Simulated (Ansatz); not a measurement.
Start from CdS in the wurtzite structure (space group P6_3mc, No. 186; a = 4.164 Å, c = 6.767 Å). Axes: x lies along a and z along c of the hexagonal cell.

Level of theory: r2SCAN (Ansatz, an electronic-structure program, PAW, no SOC).

Free-standing slabs (4 atom(s) a layer) normal to the y axis with 15 Å of vacuum; in-plane cell held at bulk.

One change was made to it. Results:

| quantity | base | after |
|---|---|---|
| band gap | 1.63 eV | 1.79 eV |
| shortest interatomic distance | 2.544 Å | 2.415 Å |
| excess energy per area of both faces (slab less bulk energy over the cell's area: twice a surface energy) | – | 0.85 J/m² |
| gap character | – | direct at Γ |

Q: Which change produced these results?
(A) 4 layers
(B) 3 layers
(C) 2 layers

A: A, 4 layers. For comparison, the band gap in the other runs: 3 layers gives 1.87 eV; 2 layers gives 2.02 eV.

The excess energy carries the mismatch between the slab's and the bulk's meshes. Stability against distortions was not tested. Labels are those of the standard path for the cell's own space group.
